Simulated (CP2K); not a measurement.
A user runs CP2K on CaSeO₃ (P2_1/c, 20 atoms in the cell) and asks whether the run is sound. The aim is a self-consistent single point with DFT LDA (Pade form), GPW, DZVP-MOLOPT-SR-GTH basis, GTH-PADE potentials (GTH_POTENTIALS).

Cell that was meant: a = 6.3685 Å, b = 6.7797 Å, c = 8.1494 Å, α = 90.00°, β = 127.02°, γ = 90.00°.

Part of the input:

```
  &DFT
    BASIS_SET_FILE_NAME BASIS_MOLOPT
    POTENTIAL_FILE_NAME GTH_POTENTIALS
    CHARGE -2
    &QS
      METHOD GPW
      EPS_DEFAULT 1E-11
```

The program printed (abridged):

```
 GLOBAL| Method name                                                        CP2K
   [... lines left out ...]
                        No outer SCF

 Extrapolation method: initial_guess

 Number of electrons:                                                        138
 Number of occupied orbitals:                                                 69
 Number of molecular orbitals:                                                91

 Number of orbital functions:                                                264
 Number of independent orbital functions:                                    264
 SCF WAVEFUNCTION OPTIMIZATION

  Step     Update method      Time    Convergence         Total energy    Change
     1 NoMix/Diag. 0.20E+00      -     1.91685422      -379.6798968699 -3.80E+02
     2 Broy./Diag. 0.20E+00      -     0.10202556      -366.6547384378  1.30E+01
     3 Broy./Diag. 0.20E+00      -     0.17770274      -374.0150329155 -7.36E+00
     4 Broy./Diag. 0.20E+00      -     0.06157254      -378.7500547085 -4.74E+00
     5 Broy./Diag. 0.20E+00      -     0.04162821      -376.8471617092  1.90E+00
     6 Broy./Diag. 0.20E+00      -     0.00502077      -376.9490839747 -1.02E-01
   [... lines left out ...]
    14 Broy./Diag. 0.20E+00      -     0.00001250      -376.9978996446  2.89E-04
    15 Broy./Diag. 0.20E+00      -     0.00000572      -376.9977180972  1.82E-04
    16 Broy./Diag. 0.20E+00      -     0.00000152      -376.9977273146 -9.22E-06
    17 Broy./Diag. 0.20E+00      -     0.00000176      -376.9977279014 -5.87E-07
    18 Broy./Diag. 0.20E+00      -     0.00000023      -376.9977303080 -2.41E-06
    19 Broy./Diag. 0.20E+00      -     0.00000039      -376.9977287508  1.56E-06
    20 Broy./Diag. 0.20E+00      -     0.00000007      -376.9977279497  8.01E-07
  *** SCF run converged in    20 steps ***

  Overlap energy of the core charge distribution:               0.00000191249425
  Self energy of the core charge distribution:               -861.12159724898322
  Core Hamiltonian energy:                                    228.20891423509156
  Hartree energy:                                             326.99814084273186
  Exchange-correlation energy:                                -71.08261169958914
  Electronic entropic energy:                                  -0.00057599160916
  Fermi energy:                                                 0.32277602448786

  Total energy:                                              -376.99772794968919
  Total energy (extrapolated to T->0):                       -376.99743995388462

   [... lines left out ...]
 STRESS|                        x                   y                   z
 STRESS|      x        1.61964470943E+05   2.92097835196E-03  -3.71880067724E+03
 STRESS|      y        2.92097835196E-03   1.38878433901E+05  -5.76136708863E-03
 STRESS|      z       -3.71880067724E+03  -5.76136708863E-03   1.80228584462E+05
 STRESS| 1/3 Trace                                             1.60357163102E+05
```

Problem. Is anything amiss in this input, and did it matter?

Solution. The run is not sound. The fault is an unintended net charge. A charged periodic cell changes the electron count and is neutralised by a uniform background, so energy, forces and pressure belong to another system. To fix it, remove the charge. The run converged in 20 iterations without an error; against the sound input the pressure goes from -0.01 to 16.04 GPa, the largest force goes from 0.879 to 3.419 eV/Å and no clean gap remains on the mesh (levels overlap or are partly filled), against 4.33 eV before.

The sound input it was made from differs as follows (other fixes are possible):
```diff
-    CHARGE -2
```

With that input, the run converged in 20 iterations: free energy E − TS -10275.9106 eV; top of the valence band (on the code's own zero) 4.09 eV; gap on the k-point mesh 4.33 eV; pressure -0.01 GPa; largest force (vector length) 0.879 eV/Å (DFT LDA (Pade form), GPW, DZVP-MOLOPT-SR-GTH basis, GTH-PADE potentials (GTH_POTENTIALS)).

On the sound input: the starting cell comes from a database of computed structures (which also holds hypothetical and non-ambient phases and stackings), without a prior relaxation at this level. Its lattice was rescaled by a random factor within 2.5 % of one. Values carry the incompleteness of an atom-centred basis.
